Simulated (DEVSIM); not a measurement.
Structure: Mo/Al2O3/SiO2/p-Si capacitor, at 300 K.

Layer 1 from the left is Al2O3, thickness (nm) 9.20. Layer 2 from the left is SiO2, thickness (nm) 0.520. Layer 3 from the left is Si, thickness (nm) 350, Na (cm⁻³) 2.7e18.

Metal gate on the left, work function 4.6 eV. Fixed charge at the semiconductor interface 0 cm⁻² (in units of +e); no interface traps.

This is a model device: material constants are rounded textbook-type values typed into the input, and sizes, dopings and lifetimes were drawn at random. Values at 300 K.

Al2O3: gap (eV) 6.8, affinity (eV) 1.35, permittivity 9. SiO2: gap (eV) 9, affinity (eV) 0.9, permittivity 3.9. Si: gap (eV) 1.124, affinity (eV) 4.05, permittivity 11.7, Nc (cm⁻³) 2.86e19, Nv (cm⁻³) 3.1e19.

DEVSIM, 1D Poisson equation in equilibrium, Boltzmann statistics, complete ionisation; no quantum confinement or tunnelling. Metal contacts follow the ideal Schottky-Mott rule: no Fermi-level pinning, no interface dipoles.

Problem. What does the simulation give for the minimum of the low-frequency capacitance, the flat-band voltage?

Solution. minimum of the low-frequency capacitance 0.309 μF/cm²; flat-band voltage -0.51 V.
